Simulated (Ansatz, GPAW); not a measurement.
An Ansatz (a quantum-chemistry and plane-wave program) input for a self-consistent single point of K (Im-3m, 1 atom in the cell) (DFT, PBEsol, plane waves, default PAW files made with PBE):

Ansatz 0.2 input:
```yaml
crystal:
  lattice:
    - [-2.670584, 2.670584, 2.670584]
    - [2.670584, -2.670584, 2.670584]
    - [2.670584, 2.670584, -2.670584]
  atoms:
    - { symbol: K, position: [0.000000, 0.000000, 0.000000] }
kpoints:
  mp_grid: { grid: [12, 12, 12] }
hamiltonian:
  xc: pbesol
  pseudopotentials: { kind: paw }
scf:
  occupations: { method: gaussian, width: 0.1 eV }
output:
  forces: true
  eigenvalues: true
  stress: true
```

**Question.** Write the same calculation as an input for GPAW.

**Answer.** One input that does it (others would too):

```python
from ase import Atoms
from ase.units import GPa
from gpaw import GPAW

atoms = Atoms(['K'],
              cell=[[-2.670584, 2.670584, 2.670584],
                    [2.670584, -2.670584, 2.670584],
                    [2.670584, 2.670584, -2.670584]],
              positions=[[0.000000, 0.000000, 0.000000]],
              pbc=True)

calc = GPAW(mode={'name': 'pw', 'ecut': 550},
            xc='PBEsol',
            kpts={'size': (12, 12, 12), 'gamma': True},
            occupations={'name': 'methfessel-paxton', 'width': 0.1, 'order': 0},
            nbands=-7,
            symmetry={'symmorphic': False, 'tolerance': 0.0005},
            maxiter=100)

atoms.calc = calc

energy = atoms.get_potential_energy()
print('Energy (eV):', round(energy, 6))
forces = atoms.get_forces()
print('Forces (eV/Ang):')
print(forces.round(5))
stress = atoms.get_stress()
print('Stress (GPa, Voigt):', (stress / GPa).round(4))
```

Basis settings and potentials, where a program has them, do not carry over. This input uses DFT PBEsol, plane waves, GPAW PAW datasets PBEsol (made by gpaw-setup). Both were run: pressure -0.23 GPa in Ansatz and -0.27 in GPAW. Ansatz's pressure is the one without its finite-basis correction.

On GPAW: the starting cell comes from a database of computed structures (which also holds hypothetical and non-ambient phases and stackings), without a prior relaxation at this level. Its lattice was rescaled by a random factor within 2.5 % of one.

On Ansatz: the starting cell comes from a database of computed structures (which also holds hypothetical and non-ambient phases and stackings), without a prior relaxation at this level. Its lattice was rescaled by a random factor within 2.5 % of one.
